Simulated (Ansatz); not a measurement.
SnTe: energy against strain

SnTe (rock salt, Fm-3m, 31.094 Å³/atom at rest) under an equal strain ε in the (001) plane with the normal axis free, as in a coherent film. PBEsol in Ansatz, a plane-wave DFT program (PAW, default set), 420 eV, 13×13×13 Γ-centred mesh, Fermi-Dirac smearing 0.05 eV; ions are relaxed within the symmetry of each cell.

Here s stands for strain and y for E less E0.

| strain (%) | E less E0 (meV/atom) |
|---|---|
| -3.00 | ? |
| -1.50 | 6.40 |
| -1.00 | 2.78 |
| -0.50 | 0.68 |
| 0.00 | 0.00 |
| 0.50 | 0.68 |
| 1.00 | 2.63 |
| 1.50 | 5.79 |

Taking a parabola for y over the 7 complete rows: Least squares gives y = 0.000 - 0.1521·s + 2.7081·s². Residuals (row less fit): 0.079, -0.080, -0.073, 0.000, 0.079, 0.074, -0.075; standard error 0.094 (degrees of freedom: 4). Twice the quadratic coefficient over the volume, 2 × 2.7081 meV × 10⁴ × 0.1602 / 31.094 Å³, is twice the biaxial elastic modulus of this plane = 279 ± 4 GPa.

Task: What does the fit predict for y at s = -3.00, and how far is the calculated value from it?

Result: y = 0.000 - 0.1521 × (-3.0) + 2.7081 × (-3.0)² = 24.829 meV/atom. The calculation gives 27.16 meV/atom, 2.331 meV/atom above the prediction (8.6 % of the range of y in the table). The row lies outside the fitted rows, so this is an extrapolation. From the scatter of the fitted rows alone, a prediction at this place has a standard error of 0.359 meV/atom, so the miss is 6.5 times that.

One order more, fitted to all 13 runs of the series, follows each within 0.02, so the miss is the next term of a smooth law. This level leaves no gap over 0.05 eV at strain -3.00, where the mesh may be coarse. SnTe stands in this structure, which distorts at low temperature. Rows are the converged runs of the series near zero and its far end; series whose fitted rows scatter by over a few per cent of the range, as at a crossing or softening among them, aren't shown in this form. Most that stay on the fit to the last digits aren't either.
